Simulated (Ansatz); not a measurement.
Troubleshooting Ansatz (an electronic-structure program): a failed run on La2In8Rh (P4/mmm, 11 atoms in the cell). The aim is a self-consistent single point with DFT, PBEsol, plane waves, default PAW files made with PBE.

Cell that was meant: a = 4.7863 Å, b = 4.7863 Å, c = 12.5761 Å, α = 90.00°, β = 90.00°, γ = 90.00°.

Part of the input:

Ansatz 0.2 input:
```yaml
    - [0.00000000, 4.78632200, 0.00000000]
    - [0.00000000, 0.00000000, 12.57606700]
  atoms:
    - { symbol: Rh, position_ang: [0.00000000, 0.00000000, 0.00000000] }
    - { symbol: La, position_ang: [0.00000000, 0.00000000, 0.30626496] }
    - { symbol: La, position_ang: [0.00000000, 0.00000000, 0.69373358] }
    - { symbol: In, position_ang: [0.49999834, 0.00000000, 0.49999927] }
    - { symbol: In, position_ang: [0.00000000, 0.49999834, 0.49999927] }
    - { symbol: In, position_ang: [0.49999834, 0.00000000, 0.11787548] }
    - { symbol: In, position_ang: [0.00000000, 0.49999834, 0.11787548] }
    - { symbol: In, position_ang: [0.49999834, 0.00000000, 0.88212307] }
    - { symbol: In, position_ang: [0.00000000, 0.49999834, 0.88212307] }
    - { symbol: In, position_ang: [0.49999834, 0.49999834, 0.30367429] }
    - { symbol: In, position_ang: [0.49999834, 0.49999834, 0.69632425] }
basis:
  ecutwfc: 420.0 eV
kpoints:
```

Output, abridged:

```
WARN ansatz: RAYON_NUM_THREADS=1 ignored (pool sized by the plan → 1); use --threads N
Pseudopotentials: kind: paw
Pseudopotential: Rh, paw, valence charge 17
Pseudopotential: La, paw, valence charge 11
Pseudopotential: In, paw, valence charge 13
Error: SCF: the overlap matrix is not positive definite, so this SCF or pass stopped before solving anything: energies and bands computed with it would not be physical. With PAW pseudopotential files every eigenvalue of that matrix must be above 0; at 18 of 18 k-points the lowest is not, and the worst, at k-point 17 (counted from zero), is -9.9e-2 (as computed, with no allowance for rounding). The cause is the files, the structure or the cutoff, not the eigensolver. Where the projector spheres of two atoms overlap (a projector without an augmentation charge has none), move the closest atoms apart or use files with smaller projector spheres; norm-conserving files [...]
```

Read the log: what does the program object to, and what is the fix?

The fault is this: fractional positions typed under position_ang; here the program stops on it instead of giving results. To fix it, make label and numbers agree, by changing either. The program stopped before any SCF iteration.

The sound input it was made from differs as follows (other fixes are possible):
```diff
-    - { symbol: Rh, position_ang: [0.00000000, 0.00000000, 0.00000000] }
-    - { symbol: La, position_ang: [0.00000000, 0.00000000, 0.30626496] }
-    - { symbol: La, position_ang: [0.00000000, 0.00000000, 0.69373358] }
-    - { symbol: In, position_ang: [0.49999834, 0.00000000, 0.49999927] }
-    - { symbol: In, position_ang: [0.00000000, 0.49999834, 0.49999927] }
-    - { symbol: In, position_ang: [0.49999834, 0.00000000, 0.11787548] }
-    - { symbol: In, position_ang: [0.00000000, 0.49999834, 0.11787548] }
-    - { symbol: In, position_ang: [0.49999834, 0.00000000, 0.88212307] }
-    - { symbol: In, position_ang: [0.00000000, 0.49999834, 0.88212307] }
-    - { symbol: In, position_ang: [0.49999834, 0.49999834, 0.30367429] }
-    - { symbol: In, position_ang: [0.49999834, 0.49999834, 0.69632425] }
+    - { symbol: Rh, position: [0.00000000, 0.00000000, 0.00000000] }
+    - { symbol: La, position: [0.00000000, 0.00000000, 0.30627000] }
+    - { symbol: La, position: [0.00000000, 0.00000000, 0.69373000] }
+    - { symbol: In, position: [0.50000000, 0.00000000, 0.50000000] }
+    - { symbol: In, position: [0.00000000, 0.50000000, 0.50000000] }
+    - { symbol: In, position: [0.50000000, 0.00000000, 0.11788000] }
+    - { symbol: In, position: [0.00000000, 0.50000000, 0.11788000] }
+    - { symbol: In, position: [0.50000000, 0.00000000, 0.88212000] }
+    - { symbol: In, position: [0.00000000, 0.50000000, 0.88212000] }
+    - { symbol: In, position: [0.50000000, 0.50000000, 0.30368000] }
+    - { symbol: In, position: [0.50000000, 0.50000000, 0.69632000] }
```

With that input, the run converged in 9 iterations: free energy E − TS (on the zero of these files) -62869.8117 eV; Fermi level (on the code's own zero) 10.95 eV; pressure -4.13 GPa; largest force (vector length) 0.148 eV/Å (DFT, PBEsol, plane waves, default PAW files made with PBE).

On the sound input: the starting cell comes from a database of published, mostly measured structures (it also holds non-ambient and calculated ones), without a prior relaxation at this level. Its lattice was rescaled by a random factor within 2.5 % of one. Spin polarisation is off. With a pressure of about -4 GPa the cell is away from its equilibrium volume at this level. Ansatz's pressure includes its estimate of the finite-basis (Pulay) stress.
